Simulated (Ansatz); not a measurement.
**NiI2 (R-3m, No. 166)**

Level of theory: r²SCAN-D4 (plane waves, PAW; Ansatz, a program for electronic structure).

Run with plane-wave cutoff 500 eV, 12×12×12 k mesh, gaussian smearing 0.02 eV, spin-polarised start, scalar-relativistic PAW data made under PBE.

Cell: relaxed at this level.

```
Quantity                                              Value
------------------------------  ---------------------------
volume per atom                               30.04 Å³/atom
equilibrium lattice constant a                      3.940 Å
lattice parameter c                                20.114 Å
band gap                        0.99 eV (on the SCF k mesh)
```

Measured, for comparison: band gap 1.8 eV (100 K, zero-point motion not removed, photoconductivity gap, single crystal; the page drops the formulas, order Cl, Br, I taken from the sentence be; as tabulated in Ronda et al. (1987), doi:10.1103/physrevb.35.4038).

Note: the magnetic order was assumed, not searched for or taken from measurement; a magnet's gap depends somewhat on the PAW data.

Spin–orbit coupling is not included; with these elements it can move the gap by several tenths of an eV or more.

Computed values are for the static lattice.
